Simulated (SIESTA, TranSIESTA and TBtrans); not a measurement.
Device: Pt chain with a Pt atom beside one bond. Leads: straight Pt chain, spacing 2.4 Å. Geometry: 3 atoms about the centre moved by SIESTA (PBE, DZP) to a largest force of 0.03 eV/Å, all others as built. Transport runs along z; the first 6 and the last 6 of the 23 atoms are the lead cells, repeated to infinity.

```xyz
23
Lattice="9.000 0.000 0.000 0.000 9.000 0.000 0.000 0.000 52.800" Properties=species:S:1:pos:R:3 pbc="F F T"
Pt     4.500     4.500     0.000
Pt     4.500     4.500     2.400
Pt     4.500     4.500     4.800
Pt     4.500     4.500     7.200
Pt     4.500     4.500     9.600
Pt     4.500     4.500    12.000
Pt     4.500     4.500    14.400
Pt     4.500     4.500    16.800
Pt     4.500     4.500    19.200
Pt     4.500     4.500    21.600
Pt     4.482     4.500    23.953
Pt     4.482     4.500    26.448
Pt     4.500     4.500    28.800
Pt     4.500     4.500    31.200
Pt     4.500     4.500    33.600
Pt     4.500     4.500    36.000
Pt     6.622     4.500    25.199
Pt     4.500     4.500    38.400
Pt     4.500     4.500    40.800
Pt     4.500     4.500    43.200
Pt     4.500     4.500    45.600
Pt     4.500     4.500    48.000
Pt     4.500     4.500    50.400
```
Starting moments (μB): atom 7 +0.6, atom 8 +0.6, atom 9 +0.6, atom 10 +0.6, atom 11 +0.6, atom 12 +0.6, atom 13 +0.6, atom 14 +0.6, atom 15 +0.6, atom 16 +0.6, atom 17 +0.6; lead atoms +0.6 (left) and +0.6 (right).

Run with TranSIESTA and TBtrans (open boundaries, self-consistent; PseudoDojo norm-conserving potentials, scalar-relativistic): Spin polarized, PAO.BasisSize DZP, PAO.EnergyShift 0.15 eV, XC.Authors PBE, Mesh.Cutoff 200 Ry, ElectronicTemperature 300 K, TS.Voltage 0.0 eV, TBT.Elecs.Eta 0.001 eV.

Energies count from the leads' Fermi level. Transmissions are for each spin. The energy step is 0.01 eV; narrower resonances are cut or missed.

| E (eV) | T up | T down |
|---|---|---|
| -0.20 | 1.72 | 2.56 |
| -0.15 | 1.90 | 1.75 |
| -0.10 | 2.25 | 1.53 |
| -0.05 | 2.44 | 1.80 |
| 0.00 | 2.55 | 2.30 |
| 0.05 | 2.61 | 2.47 |
| 0.10 | 2.63 | 2.56 |
| 0.15 | 2.63 | 2.61 |
| 0.20 | 2.60 | 2.61 |

**Question.** Give the zero-bias conductance in μS and the resistance at 300 K.

**Answer.** At the Fermi level the mean of both spins is (2.55 + 2.30)/2 = 2.42. Averaged with −∂f/∂E over the full grid (kT = 25.9 meV) it is 2.39. With G0 = 2e²/h = 77.48 μS, G = 185 μS and R = 1/G = 5.41 kΩ.

**Question.** The eigenchannels at the Fermi level (both spins) transmit 0.996, 0.766, 0.621, 0.164, 0.996, 0.621, 0.574, 0.111. What Fano factor of the shot noise follows at low temperature and bias?

**Answer.** F = Σ τ(1 − τ)/Σ τ = 1.14/4.85 = 0.23.

A magnetic start was tried, and the separate lead runs end without a moment. The straight chain is held at its spacing; free chains may zigzag or dimerise. Spin-orbit coupling, left out here, matters for the heavy atoms.
